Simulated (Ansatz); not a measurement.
## MgTe under a change: x(Se) = 0.667, 6 atoms, P3m1

Base system: MgTe in the zinc blende structure (space group F-43m, No. 216; a = 6.438 Å).

The other end (x = 1) is MgSe in the zinc blende structure (space group F-43m, No. 216; a model cell, its experimental status unchecked): 26.16 Å³/atom, gap 2.52 eV; this end may not be an ambient phase.

Modification: a fraction x = 0.667 of the Te sites is given to Se, ordered in a cell of 6 atoms (starting symmetry P3m1) and fully relaxed.

Method: PBEsol (Ansatz, a program for electronic structure, PAW, no spin-orbit coupling), earlier PAW set. k-mesh 9×9×3 (Γ-centred); smearing 0.05 eV (Fermi–Dirac), for the changed cell.

Density: 3.49 g/cm³ (base 3.78 g/cm³)
Shortest interatomic distance: 2.571 Å (base 2.788 Å)
Band gap: 1.55 eV (base 2.35 eV)
Gap character (in this cell's own zone, which can be folded): direct at Γ (base direct at Γ)
Valence-band top at Γ (three highest levels, from the VBM): 0.00, 0.00, -0.72 eV (base 0.00, 0.00, 0.00 eV)
Mixing energy: +20 meV/atom (against an end that may be hypothetical)
Deviation of the volume from the linear (Vegard-type) interpolation: -0.5 %
Bowing parameter b of this ordering, from Eg = [1−x] Eg[0] + x Eg[1] − b x [1−x]: 4.1 eV
Mean first-shell distances: Te–Mg 2.740 Å (end compound 2.788 Å), Se–Mg 2.599 Å (end compound 2.571 Å)

Final structure:

```yaml
crystal:
  lattice:
    - [4.31246, 0.00000, 0.00000]
    - [-2.15623, 3.73470, 0.00000]
    - [0.00000, 0.00000, 10.58354]
  atoms:
    - { symbol: Mg, position: [0.00000, 0.00000, 0.00021] }
    - { symbol: Mg, position: [0.33333, 0.66667, 0.68401] }
    - { symbol: Mg, position: [0.66667, 0.33333, 0.31639] }
    - { symbol: Se, position: [0.33333, 0.66667, 0.92694] }
    - { symbol: Te, position: [0.66667, 0.33333, 0.57919] }
    - { symbol: Se, position: [0.00000, 0.00000, 0.24326] }
```

Cost of the whole job for the changed cell (relaxation, final SCF and bands): around 2.2 core-minutes (rough).

These are small ordered cells, not random alloys; other orderings at the same x differ. With Te present, leaving out spin-orbit coupling can change the band edges. Whether these cells are dynamically stable was not tested. This is not the structure that MgSe has at room temperature and ambient pressure. Labels are those of the standard path for the cell's own space group.
